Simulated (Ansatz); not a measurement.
InP (model structure, started from the BeO type, P4₂/mnm, No. 136, 8 atoms in the cell), treated with r²SCAN+SOC in Ansatz (PAW).

Settings: plane-wave cutoff 560 eV, 6×6×8 k mesh (along the axes of the cell as run), Fermi–Dirac smearing 0.01 eV, PAW data made under PBE.

Cell (relaxed with PBEsol):

```cif
data_In4P4
_chemical_formula_sum 'In4 P4'
_space_group_name_H-M_alt 'P 1'
_space_group_IT_number 1
_cell_length_a 7.17480
_cell_length_b 7.17480
_cell_length_c 4.16218
_cell_angle_alpha 90.000
_cell_angle_beta 90.000
_cell_angle_gamma 90.000
loop_
_space_group_symop_operation_xyz
  'x, y, z'
loop_
_atom_site_label
_atom_site_type_symbol
_atom_site_fract_x
_atom_site_fract_y
_atom_site_fract_z
_atom_site_occupancy
In1 In 0.32185 0.67815 0.00000 1
In2 In 0.67815 0.32185 0.00000 1
In3 In 0.82185 0.82185 0.50000 1
In4 In 0.17815 0.17815 0.50000 1
P1 P 0.31930 0.31930 0.00000 1
P2 P 0.68070 0.68070 0.00000 1
P3 P 0.18070 0.81930 0.50000 1
P4 P 0.81930 0.18070 0.50000 1
```

Q: What does this level give for the band gap?

A: 
band gap: 1.23 eV (direct)

Note: the relaxation could raise the start's symmetry but not lower it, so the cell can be a saddle point; cell and atoms aren't relaxed at this level (pressure 0.9 GPa).

It cost roughly 11 core-minutes of CPU time.

A model structure was made by putting elements into a prototype or built by hand; it is no filed structure, need not be a known phase, and can be a saddle point held by its symmetry.

Ansatz is an electronic-structure program.
